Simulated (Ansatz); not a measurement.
A computed series for GaS: pressure series

Take GaS in the beta-GaS type structure (space group P6_3/mmc, No. 194; a = 3.591 Å, c = 15.449 Å; layered, stacked along the Cartesian z axis) as the base.

Cell and atoms are relaxed at each pressure.

All numbers come from PBE-D3(BJ) (Ansatz, a quantum-chemistry and plane-wave program; PAW; 420 eV plane waves; no spin-orbit coupling).

| change | band gap | c/a ratio | lattice parameter a |
|---|---|---|---|
| base | 1.56 eV | 4.303 | 359.1 pm |
| pressure −1 GPa | 1.72 eV | 4.427 | 361.2 pm |
| pressure 3 GPa | 1.28 eV | 4.190 | 353.7 pm |
| pressure 7 GPa | 0.97 eV | 4.149 | 347.7 pm |
| pressure 15 GPa | 0.48 eV | 4.144 | 338.0 pm |
| pressure 30 GPa | zero | 4.198 | 324.2 pm |
| pressure 50 GPa | zero | 4.301 | 309.9 pm |
| pressure 75 GPa | zero | 4.556 | 292.4 pm |
| pressure 100 GPa | zero | 6.350 | 246.8 pm |

The mesh was chosen for an insulator and is coarse for the gapless case. From pressure 100 GPa on, the axis ratios lie over 15 % from the base's, so the cell there is far from its starting form. Load acts through the strain it causes; cell and atoms are relaxed under it. No phonon test of stability was made. No other phases were tried under pressure. All final runs are without spin polarisation. The zero or small gap of GaS under pressure 30 GPa can change with the level of theory.
